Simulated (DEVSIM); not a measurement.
# Ge n+/n-/n+ resistor

System: Ge n+/n-/n+ resistor, at 400 K.

| layer (left to right) | material | thickness (μm) | Nd (cm⁻³) | τn (s) | τp (s) |
|---|---|---|---|---|---|
| 1 | Ge | 0.940 | 4e18 | 1.3e-6 | 1.3e-6 |
| 2 | Ge | 4.70 | 2.1e15 | 1.3e-6 | 1.3e-6 |
| 3 | Ge | 0.180 | 1.3e17 | 1.3e-6 | 1.3e-6 |

Left contact: ohmic. Right contact: ohmic. Voltage is applied to the left contact. Recombination: SRH at mid-gap, Auger. Mobility is constant in doping.

Constants are typed, rounded textbook-type inputs, not results; the design itself was drawn at random and stands for no fabricated device. Values at 300 K; Nc and Nv go as T^1.5, mobilities as T to minus their exponent, the gap by Varshni's rule with the affinity fixed.

```csv
parameter,Ge
gap (eV),0.664
affinity (eV),4
permittivity,16
Nc (cm⁻³),1.04e19
Nv (cm⁻³),6e18
μn (cm²/Vs),3900
μp (cm²/Vs),1900
T exponent of μn,1.66
T exponent of μp,2.33
Cn (cm⁶/s),1e-31
Cp (cm⁶/s),1e-31
Varshni α (eV/K),0.000477
Varshni β (K),235
```

DEVSIM, 1D drift-diffusion, Boltzmann statistics, complete ionisation; no tunnelling, impact ionisation, image-force lowering or self-heating.

Dark forward current:

(V (V), J (A/cm²)): (0.05, 110); (0.10, 210); (0.20, 400); (0.25, 490); (0.35, 680); (0.40, 770); (0.50, 960); (0.55, 1100); (0.65, 1200); (0.70, 1300); (0.75, 1400); (0.85, 1600); (0.90, 1700); (1.00, 1900); (1.05, 2000); (1.15, 2200); (1.20, 2300); (1.30, 2500); (1.35, 2600); (1.40, 2600); (1.50, 2800); (1.55, 2900); (1.65, 3100); (1.70, 3200); (1.80, 3400); (1.85, 3500); (1.95, 3700); (2.00, 3800)
